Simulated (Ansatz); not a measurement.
Response to strain in Mg2OsH6

Consider Mg$_{2}$OsH$_{6}$ (space group Fm-3m, No. 225; a = 6.6458 Å; a cell from a computed database, its experimental status unchecked). Axes: x, y, z lie along the cube axes.

Strains are applied to the cell and any free atomic positions relax; under biaxial strain the out-of-plane vector relaxes too.

Computed with r2SCAN (Ansatz, an electronic-structure program; PAW; 500 eV plane waves; without spin-orbit coupling), earlier PAW set.

Notes on the quantities. energy relative to the base: free energy F.

```csv
change,gap character,shortest interatomic distance,energy relative to the base
base,–,3.181 bohr,0 meV/atom
"biaxial strain −4.09 %, plane normal [001], relaxed out of plane","indirect, P → Γ–M (75 % along)",3.163 bohr,+17 meV/atom
"biaxial strain −2.58 %, plane normal [001], relaxed out of plane",direct at X,3.170 bohr,+6.6 meV/atom
isotropic strain +2.90 %,–,3.199 bohr,+15 meV/atom
uniaxial strain ε_zz = −5.11 %,"indirect, X → M",3.166 bohr,+12 meV/atom
uniaxial strain ε_zz = +0.40 %,"indirect, P → Γ–X (88 % along)",3.182 bohr,+0.1 meV/atom
uniaxial strain ε_zz = +0.82 %,direct at X,3.182 bohr,+0.3 meV/atom
tensor shear ε_xy = −0.62 %,"indirect, X → Γ–X (88 % along)",3.181 bohr,+0.2 meV/atom
```

Spin-orbit coupling, missing from the scalar runs, can matter with Os. Whether these cells are dynamically stable was not tested. Labels are those of the standard path for the cell's own space group.
